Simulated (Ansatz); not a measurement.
Base system: SrTiO3 in the cubic perovskite structure (space group Pm-3m, No. 221; a = 3.8911 Å).

All numbers come from PBEsol, PAW, 420 eV (Ansatz, a quantum-chemistry and plane-wave program; no spin-orbit coupling).

One change was made to it. Results:

| quantity | base | after |
|---|---|---|
| band gap | 1.85 eV | zero |
| shortest interatomic distance | 1.946 Å | 1.905 Å |

Q: Name the change that was made.
A) Ti → Sc
B) Ti → V
C) O → Se

A: B, Ti → V. For comparison, the shortest interatomic distance in the other runs: Ti → Sc gives 2.039 Å; O → Se gives 2.476 Å.

The magnetic state is the one reached from the starting moments; the real material's order can differ, and small cells can't hold many antiferromagnetic ones. Stability against distortions was not tested. As relaxed here, SrTiSe3 is a hypothetical phase, not in the database extracts checked. For SrScO3 in this form, whether it has been made was not checked. Starting moments died away, wholly or in part, for Ti → V; another magnetic solution may exist. No Hubbard U is applied, and correlation can decide whether such a compound is a metal. Spin-polarised in the final run: SrScO3; the other runs are not. An odd electron count without spin: SrVO3. Many cubic perovskites are stable only at high temperature; tilts and polar distortions were not tested. SrTiSe3 has a high density of states at the Fermi level and may be magnetic at this level.
